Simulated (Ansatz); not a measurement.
Data:

End structure of a constructed model of the (110) surface of bcc Ta (in the relaxation 2 N–Ta bonds formed), a cell of two sites (a+b, b-a) layer of N, one a cell, on the site that continues the host's stacking (bottom of the slab: a bare face, its two planes held):

```xyz
13
Lattice="1.9162 2.7100 0.0000 -3.8325 2.7100 0.0000 0.0000 0.0000 30.0000" Properties=species:S:1:pos:R:3 pbc="T T T"
Ta     0.9581     1.3550     8.1779
Ta    -1.9162     1.3550     8.1779
Ta     0.0000     0.0000    10.5248
Ta    -0.9581     2.7100    10.5248
Ta     0.9581     1.3550    12.8582
Ta    -1.9162     1.3550    12.8536
Ta     0.0000     0.0000    15.1917
Ta    -0.9581     2.7100    15.2540
Ta     0.9581     1.3550    17.4137
Ta    -1.9162     1.3550    17.6856
Ta     0.0000     0.0000    19.7911
Ta    -0.9581     2.7100    20.0532
N      0.9581     1.3550    20.8227
```

Slab: 13 atoms, 13.6 Å thick at the start; k 11x8x1, smearing 0.1 eV, dipole-corrected; 4 atoms held, the rest relaxed; held to the start's symmetry, so lower structures may exist; no spin, no spin-orbit, no U. It is one candidate, not shown to be the stable structure of the face.

**Question.** Estimate the work function of the top face that Ansatz (a program for electronic structure) with PBE returns for this input.

**Answer.** 4.64 eV
